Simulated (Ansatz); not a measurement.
TiAs (P6₃/mmc, No. 194), treated with BLYP (Ansatz, a program for electronic structure, PAW).

Numerical settings: plane-wave cutoff 520 eV, 18×18×6 k mesh (along the axes of the cell as run), Fermi–Dirac smearing 0.05 eV, no spin polarisation, scalar-relativistic PAW data made under PBE.

Properties against volume:

Shape and atoms are relaxed at each volume.

| V (Å³/atom) | P (GPa) | c (Å) | a (Å) |
|---|---|---|---|
| 17.606 | 4.60 | 12.097 | 3.667 |
| 17.972 | 2.18 | 12.164 | 3.694 |
| 18.339 | 0.00 | 12.231 | 3.722 |
| 18.706 | -1.96 | 12.299 | 3.748 |
| 19.073 | -3.72 | 12.365 | 3.775 |

Note: the bulk modulus comes from volumes at which shape and atoms were relaxed.
